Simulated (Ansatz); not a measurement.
Take Ti in the hcp (Mg type) structure (space group P6_3/mmc, No. 194; relaxed with 0.1 eV smearing) as the base.

```
Ti
1.0
    2.93978     0.00000     0.00000
   -1.46989     2.54592     0.00000
    0.00000     0.00000     4.65400
Ti
2
Direct
  0.66667   0.33333   0.75000
  0.33333   0.66667   0.25000
```

Calculations: PBE (Ansatz, a program for electronic structure; PAW; 420 eV plane waves; scalar-relativistic without spin-orbit coupling).

Before the change:

```
Property    Value
--------  -------
Band gap     zero
Pressure  0.0 GPa
```

Now apply this change: every lattice vector is shortened by 2.00 %; the atoms relax in the strained cell.

Q: How does this affect the energy relative to the base, band gap and pressure?

A: The energy increases by 23 meV/atom; the band gap remains zero; the pressure (mean of the normal stresses, compression positive) goes from zero to 7.5 GPa.

Whether these cells are dynamically stable was not tested. The final runs are not spin-polarised.
